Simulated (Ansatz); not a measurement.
Take TiSi2 (space group Fddd, No. 70; a = 4.7602 Å, b = 8.1802 Å, c = 8.4999 Å) as the base.

Modification: Ge takes the place of Si on all its sites, then cell and atoms are relaxed.

Levels (all Ansatz, a program for electronic structure, PAW): PBEsol (420 eV, without spin-orbit coupling); r2SCAN (500 eV, scalar-relativistic without spin-orbit coupling).

The geometry is relaxed with PBEsol.

| Item | Result |
|---|---|
| PBEsol pressure | 0.0 GPa |

With r2SCAN at the same geometry, the pressure goes from zero to 2.5 GPa.

Single points use the geometry relaxed with PBEsol. Their cutoffs differ, which shifts pressures a little. No phonon test of stability was made. All final runs are without spin polarisation.
